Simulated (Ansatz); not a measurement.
# rock-salt ZrN (1 1 1) on corundum (0 0 1) (film strained to the substrate, started from cuts of the bulks and a machine-learned relaxation; slabs Al36O54 and N28Zr28, which can lie off the formulas)

A periodic stack without vacuum, rock-salt ZrN (1 1 1) on corundum (0 0 1) (film strained to the substrate, started from cuts of the bulks and a machine-learned relaxation; slabs Al36O54 and N28Zr28, which can lie off the formulas): substrate slab Al36O54, film N28Zr28, surface cells [[-1, 1], [-2, -1]] and [[-3, 2], [-2, -1]], film strained by -3.1 and -3.1 %, outermost planes Al/Al and N/Zr as cut, which need not be the usual terminations and can put a slab off its formula.

The start was prepared with a machine-learned potential, and the result is one local minimum, with the in-plane cell held and forces under 0.04 eV/Å; the film can end far from its bulk form.

All values below come from PBE (plane waves to 420 eV, PAW; Ansatz, an electronic-structure program). Scalar-relativistic, without spin–orbit coupling; the runs are not spin-polarised; PBE gaps are too small against experiment. Its k-point mesh 4×4×1, Fermi–Dirac width 0.05 eV.

```
Quantity                                                                                   Result
--------------------------------------------------------------------------------  ---------------
interface area                                                                            60.1 Å²
period                                                                                    25.49 Å
heights between the nearest atoms of the two slabs at the two interfaces          1.08 and 1.80 Å
Al–Zr contacts across the interfaces within 1.22 times the sum of covalent radii  23, mean 3.17 Å
O–Zr contacts across the interfaces within 1.22 times the sum of covalent radii   12, mean 2.54 Å
Al–N contacts across the interfaces within 1.22 times the sum of covalent radii    3, mean 2.00 Å
```

```yaml
crystal:
  lattice:
    - [8.32892, -0.00036, -0.03959]
    - [4.16430, 7.21228, -0.11798]
    - [0.91493, -3.77279, 25.54125]
  atoms:
    - { symbol: Al, position: [0.62428, 0.68989, 0.11728] }
    - { symbol: Al, position: [0.29323, 0.35303, 0.11140] }
    - { symbol: Al, position: [0.95752, 0.02306, 0.11681] }
    - { symbol: Al, position: [0.67109, 0.30059, 0.05421] }
    - { symbol: Al, position: [0.29437, 0.98459, 0.05440] }
    - { symbol: Al, position: [0.97916, 0.67627, 0.05433] }
    - { symbol: Al, position: [0.96156, 0.35964, 0.10411] }
    - { symbol: Al, position: [0.61960, 0.01475, 0.10412] }
    - { symbol: Al, position: [0.30665, 0.67246, 0.10394] }
    - { symbol: Al, position: [0.59538, 0.39519, 0.18820] }
    - { symbol: Al, position: [0.26166, 0.06742, 0.18819] }
    - { symbol: Al, position: [0.93457, 0.72866, 0.18821] }
    - { symbol: O, position: [0.42332, 0.42872, 0.06470] }
    - { symbol: O, position: [0.04942, 0.12626, 0.06663] }
    - { symbol: O, position: [0.73361, 0.77423, 0.06629] }
    - { symbol: O, position: [0.75705, 0.45772, 0.06637] }
    - { symbol: O, position: [0.41345, 0.11143, 0.06464] }
    - { symbol: O, position: [0.10837, 0.78973, 0.06662] }
    - { symbol: O, position: [0.83472, 0.27605, 0.15137] }
    - { symbol: O, position: [0.50603, 0.93972, 0.15273] }
    - { symbol: O, position: [0.17686, 0.60423, 0.15009] }
    - { symbol: O, position: [0.15092, 0.27389, 0.15020] }
    - { symbol: O, position: [0.82087, 0.93304, 0.15141] }
    - { symbol: O, position: [0.48582, 0.60545, 0.15262] }
    - { symbol: O, position: [0.84040, 0.58532, 0.15270] }
    - { symbol: O, position: [0.50724, 0.24774, 0.15030] }
    - { symbol: O, position: [0.17796, 0.91927, 0.15117] }
    - { symbol: O, position: [0.09639, 0.43829, 0.06459] }
    - { symbol: O, position: [0.77208, 0.06742, 0.06669] }
    - { symbol: O, position: [0.44048, 0.75037, 0.06617] }
    - { symbol: Al, position: [0.55849, 0.45624, 0.29379] }
    - { symbol: Al, position: [0.22416, 0.12546, 0.29377] }
    - { symbol: Al, position: [0.88832, 0.79047, 0.29381] }
    - { symbol: Al, position: [0.92020, 0.41041, 0.20786] }
    - { symbol: Al, position: [0.59045, 0.07222, 0.20792] }
    - { symbol: Al, position: [0.25860, 0.74226, 0.20760] }
    - { symbol: Al, position: [0.56426, 0.77928, 0.27379] }
    - { symbol: Al, position: [0.23137, 0.44613, 0.27340] }
    - { symbol: Al, position: [0.89849, 0.11207, 0.27333] }
    - { symbol: Al, position: [0.86486, 0.49552, 0.36096] }
    - { symbol: Al, position: [0.53224, 0.16149, 0.35915] }
    - { symbol: Al, position: [0.19960, 0.82649, 0.35598] }
    - { symbol: O, position: [0.67868, 0.52809, 0.23850] }
    - { symbol: O, position: [0.34584, 0.19575, 0.23793] }
    - { symbol: O, position: [0.01529, 0.86097, 0.23741] }
    - { symbol: O, position: [0.68095, 0.21978, 0.23770] }
    - { symbol: O, position: [0.34731, 0.88936, 0.23829] }
    - { symbol: O, position: [0.01467, 0.55424, 0.23788] }
    - { symbol: O, position: [0.44260, 0.70642, 0.32341] }
    - { symbol: O, position: [0.10772, 0.37509, 0.32422] }
    - { symbol: O, position: [0.77633, 0.04011, 0.32331] }
    - { symbol: O, position: [0.74937, 0.70350, 0.32445] }
    - { symbol: O, position: [0.41624, 0.37123, 0.32336] }
    - { symbol: O, position: [0.08315, 0.03846, 0.32314] }
    - { symbol: O, position: [0.77905, 0.34518, 0.32418] }
    - { symbol: O, position: [0.44521, 0.01166, 0.32357] }
    - { symbol: O, position: [0.11082, 0.67850, 0.32318] }
    - { symbol: O, position: [0.37358, 0.52674, 0.23766] }
    - { symbol: O, position: [0.03937, 0.19559, 0.23764] }
    - { symbol: O, position: [0.70848, 0.85923, 0.23854] }
    - { symbol: Al, position: [0.82503, 0.55522, 0.46514] }
    - { symbol: Al, position: [0.49311, 0.21986, 0.46163] }
    - { symbol: Al, position: [0.16246, 0.88249, 0.45436] }
    - { symbol: Al, position: [0.52521, 0.83938, 0.37975] }
    - { symbol: Al, position: [0.19056, 0.50585, 0.37956] }
    - { symbol: Al, position: [0.85713, 0.17403, 0.37951] }
    - { symbol: Al, position: [0.50056, 0.54249, 0.45225] }
    - { symbol: Al, position: [0.16479, 0.21852, 0.45225] }
    - { symbol: Al, position: [0.82458, 0.88267, 0.45229] }
    - { symbol: Al, position: [0.46798, 0.93030, 0.52171] }
    - { symbol: Al, position: [0.14628, 0.58038, 0.52156] }
    - { symbol: Al, position: [0.79618, 0.25201, 0.52174] }
    - { symbol: O, position: [0.94653, 0.63109, 0.41126] }
    - { symbol: O, position: [0.61366, 0.29518, 0.40913] }
    - { symbol: O, position: [0.27881, 0.96327, 0.40897] }
    - { symbol: O, position: [0.95226, 0.31688, 0.41122] }
    - { symbol: O, position: [0.61845, 0.98415, 0.40921] }
    - { symbol: O, position: [0.28622, 0.65084, 0.40892] }
    - { symbol: O, position: [0.37866, 0.46113, 0.49387] }
    - { symbol: O, position: [0.04425, 0.11814, 0.49761] }
    - { symbol: O, position: [0.70470, 0.79897, 0.49607] }
    - { symbol: O, position: [0.69574, 0.46433, 0.49610] }
    - { symbol: O, position: [0.36011, 0.13621, 0.49391] }
    - { symbol: O, position: [0.03669, 0.80549, 0.49754] }
    - { symbol: O, position: [0.35700, 0.79783, 0.49755] }
    - { symbol: O, position: [0.03933, 0.45537, 0.49608] }
    - { symbol: O, position: [0.70359, 0.11767, 0.49390] }
    - { symbol: O, position: [0.63798, 0.62524, 0.41129] }
    - { symbol: O, position: [0.30724, 0.29058, 0.40918] }
    - { symbol: O, position: [0.97412, 0.95572, 0.40888] }
    - { symbol: N, position: [0.43661, 0.30491, 0.60979] }
    - { symbol: N, position: [0.00799, 0.44969, 0.61009] }
    - { symbol: N, position: [0.32445, 0.00155, 0.59232] }
    - { symbol: N, position: [0.85492, 0.17500, 0.59233] }
    - { symbol: N, position: [0.15071, 0.70618, 0.59220] }
    - { symbol: N, position: [0.72019, 0.87576, 0.60985] }
    - { symbol: N, position: [0.58197, 0.58661, 0.61012] }
    - { symbol: N, position: [0.31317, 0.82833, 0.70627] }
    - { symbol: N, position: [0.86936, 0.97775, 0.70622] }
    - { symbol: N, position: [0.16299, 0.55236, 0.70362] }
    - { symbol: N, position: [0.73346, 0.69208, 0.70515] }
    - { symbol: N, position: [0.01835, 0.27257, 0.70668] }
    - { symbol: N, position: [0.59659, 0.40073, 0.70415] }
    - { symbol: N, position: [0.44523, 0.11906, 0.70240] }
    - { symbol: N, position: [0.16941, 0.37084, 0.80805] }
    - { symbol: N, position: [0.74399, 0.51134, 0.80880] }
    - { symbol: N, position: [0.02776, 0.08448, 0.80791] }
    - { symbol: N, position: [0.60142, 0.22834, 0.80795] }
    - { symbol: N, position: [0.88586, 0.79956, 0.80852] }
    - { symbol: N, position: [0.45554, 0.93942, 0.80824] }
    - { symbol: N, position: [0.31317, 0.65664, 0.80815] }
    - { symbol: N, position: [0.03416, 0.90859, 0.91618] }
    - { symbol: N, position: [0.61573, 0.04943, 0.91368] }
    - { symbol: N, position: [0.89036, 0.62248, 0.91605] }
    - { symbol: N, position: [0.46486, 0.76327, 0.91619] }
    - { symbol: N, position: [0.74998, 0.33793, 0.91606] }
    - { symbol: N, position: [0.31284, 0.48675, 0.91334] }
    - { symbol: N, position: [0.17822, 0.18349, 0.91373] }
    - { symbol: Zr, position: [0.36704, 0.56949, 0.64069] }
    - { symbol: Zr, position: [0.94594, 0.71103, 0.64445] }
    - { symbol: Zr, position: [0.23576, 0.26482, 0.64092] }
    - { symbol: Zr, position: [0.81064, 0.41423, 0.64445] }
    - { symbol: Zr, position: [0.12079, 0.94522, 0.56394] }
    - { symbol: Zr, position: [0.67093, 0.13223, 0.64104] }
    - { symbol: Zr, position: [0.51458, 0.84641, 0.64475] }
    - { symbol: Zr, position: [0.23807, 0.10031, 0.75323] }
    - { symbol: Zr, position: [0.81587, 0.23894, 0.75329] }
    - { symbol: Zr, position: [0.09761, 0.81738, 0.75357] }
    - { symbol: Zr, position: [0.66285, 0.96209, 0.75579] }
    - { symbol: Zr, position: [0.95188, 0.53488, 0.75600] }
    - { symbol: Zr, position: [0.52582, 0.66928, 0.75601] }
    - { symbol: Zr, position: [0.38098, 0.38556, 0.75485] }
    - { symbol: Zr, position: [0.10435, 0.64129, 0.86272] }
    - { symbol: Zr, position: [0.67558, 0.78161, 0.86372] }
    - { symbol: Zr, position: [0.95944, 0.35283, 0.86262] }
    - { symbol: Zr, position: [0.53107, 0.49728, 0.86275] }
    - { symbol: Zr, position: [0.81752, 0.06546, 0.86239] }
    - { symbol: Zr, position: [0.38816, 0.21015, 0.86080] }
    - { symbol: Zr, position: [0.24339, 0.92584, 0.86261] }
    - { symbol: Zr, position: [0.97004, 0.17566, 0.97062] }
    - { symbol: Zr, position: [0.53323, 0.32320, 0.96088] }
    - { symbol: Zr, position: [0.82097, 0.89595, 0.97094] }
    - { symbol: Zr, position: [0.40706, 0.02946, 0.96123] }
    - { symbol: Zr, position: [0.67586, 0.61385, 0.98356] }
    - { symbol: Zr, position: [0.25073, 0.74662, 0.97054] }
    - { symbol: Zr, position: [0.11324, 0.44922, 0.96102] }
```
